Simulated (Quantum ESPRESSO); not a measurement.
**What a tighter setting buys: ecutwfc, SrCd11 (I4_1/amd, 24 atoms in the cell)**

Cell: a = 9.1662 Å, b = 9.1662 Å, c = 9.1662 Å, α = 99.82°, β = 99.82°, γ = 131.21°.

Method of the run: PBEsol, GBRV 1.5 ultrasoft (PBESOL) pseudopotentials (plane waves; Quantum ESPRESSO).

Base settings: ecutwfc = 40 Ry; ecutrho = 200 Ry; occupations = smearing; smearing = marzari-vanderbilt; degauss = 0.0147 Ry; potentials = {Sr: sr_pbesol_v1.uspp.F.UPF, Cd: cd_pbesol_v1.uspp.F.UPF}; K_POINTS = automatic 3 3 3 0 0 0; conv_thr = 1e-09 Ry.

Misses are taken against the tightest run, 46 Ry (ecutrho: 200 Ry → 230 Ry), which need not be fully converged itself. The energy is the free energy per atom.

The count of work is k-points × plane waves × bands × iterations; it is no time, and leaves out set-up, grids and terms that scale otherwise. Core times come from one kind of shared machine and are given to one figure; runs under 30 s give none.

The starting cell comes from a database of computed structures (which also holds hypothetical and non-ambient phases and stackings), without a prior relaxation at this level. Its lattice was rescaled by a random factor within 2.5 % of one.

```tsv
ecutwfc	energy less reference (meV/atom)	pressure less reference (GPa)	largest difference in the force on any atom (eV/Å)	count of work / reference	core time / reference (rough)
16 Ry (ecutrho: 200 Ry → 80 Ry)	12483.70	-422.92	0.643	0.22	0.2
20 Ry (ecutrho: 200 Ry → 100 Ry)	1930.28	-94.19	0.044	0.29	0.2
24 Ry (ecutrho: 200 Ry → 120 Ry)	210.53	-13.95	0.007	0.38	0.2
28 Ry (ecutrho: 200 Ry → 140 Ry)	56.27	-0.07	0.001	0.48	0.3
32 Ry (ecutrho: 200 Ry → 160 Ry)	50.41	-0.64	0.002	0.58	0.5
36 Ry (ecutrho: 200 Ry → 180 Ry)	22.53	-1.10	0.001	0.69	0.7
40 Ry	3.49	-0.32	0.000	0.81	0.7
46 Ry (ecutrho: 200 Ry → 230 Ry)	0.00	0.00	0.000	1.0	1
```

The last two settings still differ by 3.5 meV/atom, so the table cannot show that the reference is converged.

Coarsest setting among those run that, with all tighter ones, holds the energy within 20 meV/atom of the reference: 40 Ry, off by 3.5 meV/atom; its saving against the reference is no more than about a factor of 2 in the count of work.

The step from 20 Ry (ecutrho: 200 Ry → 100 Ry) to 36 Ry (ecutrho: 200 Ry → 180 Ry): it takes the miss in the energy from 1900 to 23 meV/atom, for 2.4 times the count of work and roughly 4 times the time.
